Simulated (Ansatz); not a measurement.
We consider GaAlAs2 (model structure, P-4m2, No. 115, 4 atoms in the cell), described by PBEsol in Ansatz (plane waves, PAW).

Run with plane-wave cutoff 520 eV, 8×8×6 k mesh (along the axes of the cell as run), Fermi–Dirac smearing 0.01 eV, scalar-relativistic PAW data made under PBE.

Cell (relaxed at this level):

AlGaAs2 is taken in the tetragonal space group P-4m2 (No. 115), Pearson symbol tP4. Cell: a = b = 4.0099 Å, c = 5.6623 Å, α = β = γ = 90.00°. Ga on 1a is coordinated by 4 As at 2.455 Å (tetrahedral). As on 2g sees 2 Al at 2.454 Å and 2 Ga at 2.455 Å (tetrahedral). Al on 1c has 4 As at 2.454 Å (tetrahedral). (Neighbours: up to the widest gap in distance over summed covalent radii, below 1.35, at either atom; cation-cation and far metal-metal contacts left out.)

Task: Estimate the band gap that the calculation returns.

Result: 
* **band gap**: 1.01 eV (direct)

Note: the relaxation could raise the start's symmetry but not lower it, so the cell can be a saddle point.

Spin–orbit coupling is not included.

Computed values are for the static lattice.

A model structure was made by putting elements into a prototype or built by hand; it is no filed structure, need not be a known phase, and can be a saddle point held by its symmetry.

Ansatz is a first-principles code.
